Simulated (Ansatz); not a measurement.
CdSe: Se → S

Start from CdSe in the wurtzite structure (space group P6_3mc, No. 186; a = 4.3829 Å, c = 7.1547 Å).

Modification: S takes the place of Se on all its sites; the structure is relaxed again.

Method: PBE/PAW in Ansatz (a quantum-chemistry and plane-wave program), spin-orbit coupling left out, earlier PAW set. Settings: 9×9×5 k-points, 0.05 eV Fermi–Dirac smearing.

```tsv
quantity	base	changed	shift
volume per atom	29.76 Å³	26.04 Å³	-3.714 Å³
density	5.34 g/cm³	4.61 g/cm³	-0.73 g/cm³
lattice parameter a	4.383 Å	4.196 Å	-0.187 Å
c/a ratio	1.632	1.628	-0.004
space group	P6_3mc (No. 186)	P6_3mc (No. 186)	–
shortest interatomic distance	2.682 Å	2.566 Å	-0.116 Å
band gap	0.54 eV	1.11 eV	+0.57 eV
gap character	direct at Γ	direct at Γ	–
width of the top valence band	1.56 eV	1.55 eV	-0.004 eV
electron mass	0.057 mₑ (at Γ)	0.12 mₑ along c, 0.13 mₑ across (at Γ)	–
valence-band top at Γ (three highest levels, from the VBM)	0.00, 0.00, -0.04 eV	0.00, 0.00, -0.04 eV	–
```

Final structure:

```yaml
crystal:
  lattice:
    - [4.19621, 0.00000, 0.00000]
    - [-2.09810, 3.63402, 0.00000]
    - [0.00000, 0.00000, 6.83108]
  atoms:
    - { symbol: Cd, position: [0.33333, 0.66667, 0.99920] }
    - { symbol: Cd, position: [0.66667, 0.33333, 0.49920] }
    - { symbol: S, position: [0.33333, 0.66667, 0.37560] }
    - { symbol: S, position: [0.66667, 0.33333, 0.87560] }
```

Masses are band curvatures over ±0.01 Å⁻¹ around the edge. Whether these cells are dynamically stable was not tested.
